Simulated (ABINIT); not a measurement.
ABINIT run on Zr2Au (I4/mmm, 3 atoms in the cell): self-consistent single point

Method: PBEsol, PAW (JTH v2.0 PBE PAW, files made for PBE) (plane waves; ABINIT 10.0.3).

This input was run:

```
# Zr2Au, JTH v2.0 PBE PAW
pp_dirpath "./"
pseudos "Zr.GGA_PBE-JTH.xml, Au.GGA_PBE-JTH.xml"
acell 3*1.0 Angstrom
rprim
        -1.6501800000    1.6501800000    5.8254750000
         1.6501800000   -1.6501800000    5.8254750000
         1.6501800000    1.6501800000   -5.8254750000
natom 3
ntypat 2
znucl 40 79
typat 1 1 2
xcart
        -0.0000000000   -0.0000000000    7.6861317150
        -0.0000000000   -0.0000000000    3.9648182850
         0.0000000000    0.0000000000    0.0000000000
      Angstrom
ecut 26 Ha
pawecutdg 52 Ha
pawxcdev 0
ixc -116133
occopt 3
tsmear 0.05 eV
nband 24
kptopt 1
ngkpt 10 10 10
nshiftk 1
shiftk 0 0 0
nstep 60
tolvrs 1.0e-12
prtwf 0
prtden 0
enunit 1
```

Output (repeated stretches shortened):

```
 Symmetries : space group I4/m m m (#139); Bravais tI (body-center tetrag.)

 -outvars: echo values of preprocessed input variables --------
            acell      1.8897261329E+00  1.8897261329E+00  1.8897261329E+00 Bohr
             ecut      2.60000000E+01 Hartree
           enunit           1
              ixc     -116133
         kptrlatt       10    0    0      0   10    0      0    0   10
          kptrlen      6.23677654E+01
            natom           3
            nband          24
            ngfft          60      60      60
          ngfftdg          80      80      80
             nkpt         102
            nstep          60
             nsym          16
           ntypat           2
           occopt           3
        pawecutdg      5.20000000E+01 Hartree
         pawxcdev           0
            rprim     -1.6501800000E+00  1.6501800000E+00  5.8254750000E+00
                       1.6501800000E+00 -1.6501800000E+00  5.8254750000E+00
                       1.6501800000E+00  1.6501800000E+00 -5.8254750000E+00
          spgroup         139
           tolvrs      1.00000000E-12
           tsmear      1.83746627E-03 Hartree
            typat      1  1  2
           useylm           1
             xred      6.5970000000E-01  6.5970000000E-01  0.0000000000E+00
                       3.4030000000E-01  3.4030000000E-01  0.0000000000E+00
                       0.0000000000E+00  0.0000000000E+00  0.0000000000E+00
            znucl       40.00000   79.00000

== DATASET  1 ==================================================================

 Real(R)+Recip(G) space primitive vectors, cartesian coordinates (Bohr,Bohr^-1):
 R(1)= -3.1183883  3.1183883 11.0085523  G(1)=  0.0000000  0.1603392  0.0454192
 R(2)=  3.1183883 -3.1183883 11.0085523  G(2)=  0.1603392  0.0000000  0.0454192
 R(3)=  3.1183883  3.1183883-11.0085523  G(3)=  0.1603392  0.1603392  0.0000000
 Unit cell volume ucvol=  4.2820386E+02 bohr^3
 Angles (23,13,12)=  1.49509118E+02  1.49509118E+02  4.36624452E+01 degrees

 Coarse grid specifications (used for wave-functions):

 getcut: wavevector=  0.0000  0.0000  0.0000  ngfft=  60  60  60
         ecut(hartree)=     26.000   => boxcut(ratio)=   2.20442

 Fine grid specifications (used for densities):

 getcut: wavevector=  0.0000  0.0000  0.0000  ngfft=  80  80  80
         ecut(hartree)=     52.000   => boxcut(ratio)=   2.07931

   2.32399893E+03                                ecore*ucvol(ha*bohr**3)

_setup2: Arith. and geom. avg. npw (full set) are    2711.393    2711.380

--- !BeginCycle
solver: {iscf: 17, nstep: 60, nline: 4, wfoptalg: 10, }
tolerances: {tolvrs: 1.00E-12, }
...

     iter   Etot(hartree)      deltaE(h)  residm     nres2
 ETOT  1  -128.97423287154    -1.290E+02 6.801E-01 1.209E+02
 ETOT  2  -129.35822978963    -3.840E-01 2.913E-02 8.718E+01
 ETOT  3  -129.24588921247     1.123E-01 2.432E-02 1.653E+01
 ETOT  4  -129.25136495528    -5.476E-03 5.266E-03 1.330E+00
 ETOT  5  -129.25439271523    -3.028E-03 2.911E-03 8.193E-01
 ETOT  6  -129.25476696648    -3.743E-04 3.173E-03 1.816E-01
   [... 21 lines left out ...]
 ETOT 28  -129.25466049884     1.137E-12 4.066E-05 3.782E-11
 ETOT 29  -129.25466049884     6.821E-13 3.028E-05 2.696E-11
 ETOT 30  -129.25466049884    -1.478E-12 2.964E-05 5.633E-12
 ETOT 31  -129.25466049885    -3.411E-12 2.203E-05 1.420E-12
 ETOT 32  -129.25466049885    -7.958E-13 2.139E-05 1.033E-13

 At SCF step   32       nres2   =  1.03E-13 < tolvrs=  1.00E-12 =>converged.

 Cartesian components of stress tensor (hartree/bohr^3)
  sigma(1 1)=  1.33020631E-04  sigma(3 2)=  0.00000000E+00
  sigma(2 2)=  1.33020631E-04  sigma(3 1)=  0.00000000E+00
  sigma(3 3)=  1.33209901E-04  sigma(2 1)=  0.00000000E+00

 ----iterations are completed or convergence reached----

 reduced coordinates (array xred) for    3 atoms
       0.659700000000      0.659700000000      0.000000000000
       0.340300000000      0.340300000000      0.000000000000
       0.000000000000      0.000000000000      0.000000000000
 cartesian forces (eV/Angstrom) at end:
    1     -0.00000000000000    -0.00000000000000    -0.01463738455674
    2     -0.00000000000000    -0.00000000000000     0.01463738455674
    3     -0.00000000000000    -0.00000000000000    -0.00000000000000
 frms,max,avg= 6.9001293E-03 1.4637385E-02   0.000E+00  0.000E+00  0.000E+00 e/A
 length scales=  1.889726132886  1.889726132886  1.889726132886 bohr
              =  1.000000000000  1.000000000000  1.000000000000 angstroms
 Fermi (or HOMO) energy (eV) =  10.33961   Average Vxc (eV)= -11.46496
 Eigenvalues (   eV  ) for nkpt= 102  k points:
 kpt#   1, nband= 24, wtk=  0.00100, kpt=  0.0000  0.0000  0.0000 (reduced coord)
 -38.66434  -38.54503  -16.94382  -16.57632  -16.57632  -16.41373  -16.34936  -16.34936
   2.65779    4.44780    4.79445    5.72982    5.72982    6.10505    7.13198    8.46057
   9.64137   10.91170   11.96796   11.96796   12.69189   12.83398   12.83398   13.11082
 prteigrs : prtvol=0 or 1, do not print more k-points.

--- !EnergyTerms
comment             : Components of total free energy in Hartree
kinetic             :  3.28811942429934E+01
hartree             :  1.85418688543170E+01
xc                  : -1.64215330375459E+01
Ewald energy        : -1.12859508659270E+02
psp_core            :  5.42731895415773E+00
local_psp           : -8.14387634340716E+01
spherical_terms     :  2.46152739184334E+01
internal            : -1.29254149160986E+02
'-kT*entropy'       : -5.11322958521187E-04
total_energy        : -1.29254660483945E+02
total_energy_eV     : -3.51719818212259E+03
...

-Cartesian components of stress tensor (GPa)         [Pressure= -3.9155E+00 GPa]
- sigma(1 1)=  3.91360142E+00  sigma(3 2)=  0.00000000E+00
- sigma(2 2)=  3.91360142E+00  sigma(3 1)=  0.00000000E+00
- sigma(3 3)=  3.91916994E+00  sigma(2 1)=  0.00000000E+00

 Calculation completed.
```

The run converged in 32 iterations.

The starting cell comes from a database of computed structures (which also holds hypothetical and non-ambient phases and stackings), without a prior relaxation at this level. The potentials were made for another functional than the one used. With a pressure of about -4 GPa the cell is away from its equilibrium volume at this level.

Cost on one core of a shared machine: roughly 10 min.
